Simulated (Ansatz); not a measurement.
Take HfO2 (space group P4_2/nmc, No. 137; a = 3.568 Å, c = 5.167 Å) as the base.

The same geometry is solved again with r2SCAN.

Levels (all Ansatz, a quantum-chemistry and plane-wave program, PAW, earlier PAW set): r2SCAN (500 eV, spin-orbit coupling left out); PBEsol (420 eV, spin-orbit coupling left out).

Base, band edges from the VBM (valence, conduction): A 0.00, 5.88; M -0.44, 5.55; R -0.99, 5.18; X -0.16, 5.02; Z -0.01, 5.29; Γ -0.08, 4.57 eV.

**Question.** Give the band edges at the high-symmetry points of the new zone, measured from its valence-band maximum.

**Answer.** 
```csv
point,valence edge (eV),conduction edge (eV)
Γ,-0.09,5.22
X,-0.17,5.62
M,-0.41,6.18
Z,-0.02,5.91
R,-1.01,5.77
A,0.00,6.47
```

The gap is 5.22 eV, indirect, A → Γ.

Single points use the geometry relaxed with PBEsol. With Hf present, leaving out spin-orbit coupling can change the band edges. Whether these cells are dynamically stable was not tested. This is not the structure that HfO2 has at room temperature and ambient pressure.
